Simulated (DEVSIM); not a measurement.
System: abrupt Ge n-p junction, at 300 K.

Layer 1 from the left is Ge, thickness (μm) 0.660, Nd (cm⁻³) 3.2e16, τn (s) 8.9e-6, τp (s) 8.9e-6. Layer 2 from the left is Ge, thickness (μm) 290, Na (cm⁻³) 1.6e17, τn (s) 8.9e-6, τp (s) 8.9e-6.

Left contact: ohmic. Right contact: ohmic. Voltage is applied to the left contact. Recombination: SRH at mid-gap, Auger. Mobility is μmin + (μ − μmin)/(1 + (N/Nref)^α).

This is a model device: material constants are rounded textbook-type values typed into the input, and sizes, dopings and lifetimes were drawn at random. Values at 300 K.

Ge: gap (eV) 0.664, affinity (eV) 4, permittivity 16, Nc (cm⁻³) 1.04e19, Nv (cm⁻³) 6e18, μn (cm²/Vs) 3900, μp (cm²/Vs) 1900, μn,min 150, μp,min 100, Nref,n 2.6e17, Nref,p 4e17, αn 0.56, αp 0.6, Cn (cm⁶/s) 1e-31, Cp (cm⁶/s) 1e-31.

Q: Estimate by hand the built-in potential, the peak field at zero bias, and compare with a numerical solution.

A: 
- Built-in potential: ni = √(Nc Nv) exp(−Eg/2kT) = 2.09e13 cm⁻³ with Eg = 0.664 eV; Vbi = kT/q ln(Na Nd/ni²) = 0.421 V; numerical 0.421 V.
- Peak field at zero bias: depletion approximation: W = √(2εVbi/(qN)) = 0.167 μm with N = 2.67e16 cm⁻³; field = 2Vbi/W = 50400 V/cm; numerical 47500 V/cm (estimate above by 6.0 %).

DEVSIM, 1D drift-diffusion, Boltzmann statistics, complete ionisation; no tunnelling, impact ionisation, image-force lowering or self-heating.
